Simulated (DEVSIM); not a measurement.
System: Ti/SiON/p-GaAs capacitor, at 250 K.

Layer 1 from the left is SiON, thickness (nm) 6.70. Layer 2 from the left is GaAs, thickness (nm) 8600, Na (cm⁻³) 5.6e15.

Metal gate on the left, work function 4.33 eV. Fixed charge at the semiconductor interface 1.8e10 cm⁻² (in units of +e); no interface traps.

The device is made up for the run: typed textbook-type constants, with dimensions and the other settings drawn at random. Values at 300 K; Nc and Nv go as T^1.5, mobilities as T to minus their exponent, the gap by Varshni's rule with the affinity fixed.

SiON: gap (eV) 7, affinity (eV) 1.4, permittivity 5.5. GaAs: gap (eV) 1.424, affinity (eV) 4.07, permittivity 12.9, Nc (cm⁻³) 4.7e17, Nv (cm⁻³) 9e18, Varshni α (eV/K) 0.000541, Varshni β (K) 204.

Estimate by hand the flat-band voltage, the threshold voltage, and compare with a numerical solution.


- Flat-band voltage: C = 0.727 μF/cm², work-function difference -1.033 V; VFB = φms − qNf/C = -1.04 V; numerical -1.04 V.
- Threshold voltage: φF = 0.602 V, depletion charge √(4εqNφF) = 4.97e-8 C/cm²; VT = VFB + 2φF + Qd/C = 0.23 V; numerical 0.24 V.

Model (solved in DEVSIM): 1D Poisson equation in equilibrium, Boltzmann statistics, complete ionisation; no quantum confinement or tunnelling. Metal contacts follow the ideal Schottky-Mott rule: no Fermi-level pinning, no interface dipoles.
